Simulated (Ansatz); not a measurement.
Formation energy of the bound charge states of Cu interstitial in alpha quartz (start: void with 6O2Si nearest; 72-site cell, 2×2×2 Γ-centred sampling) against the Fermi level, O-rich (Δμ(Cu) = -1.14 eV, bounded by CuO (C2/c); only phases computed here count, gases as isolated molecules at 0 K). These are PBE, PAW (plane waves to 420 eV; Ansatz, an electronic-structure program) values and carry that method's errors.

Set-up: 72-site cell; 2×2×2 Γ-centred k-points; host gap 5.68 eV; charged states image-corrected; no Hubbard U; corrections pass 1 eV, so highly charged states may be off by several tenths; flagged in the runs: a host whose relaxation on this sampling wasn't shown to rest, a strain field that reaches the edge of the cell.

| E_F − E_VBM (eV) | q = +2 | q = +1 | q = 0 |
|---|---|---|---|
| 0.00 | 0.66 | 0.79 | 5.67 |
| 0.71 | 2.08 | 1.50 | 5.67 |
| 1.42 | 3.50 | 2.21 | 5.67 |
| 2.13 | 4.92 | 2.92 | 5.67 |
| 2.84 | 6.34 | 3.64 | 5.67 |
| 3.55 | 7.76 | 4.35 | 5.67 |
| 4.26 | 9.18 | 5.06 | 5.67 |
| 4.97 | 10.60 | 5.77 | 5.67 |
| 5.68 | 12.02 | 6.48 | 5.67 |

Crossings of the lowest lines: (+2/+1) at 0.14 eV; (+1/0) at 4.88 eV.
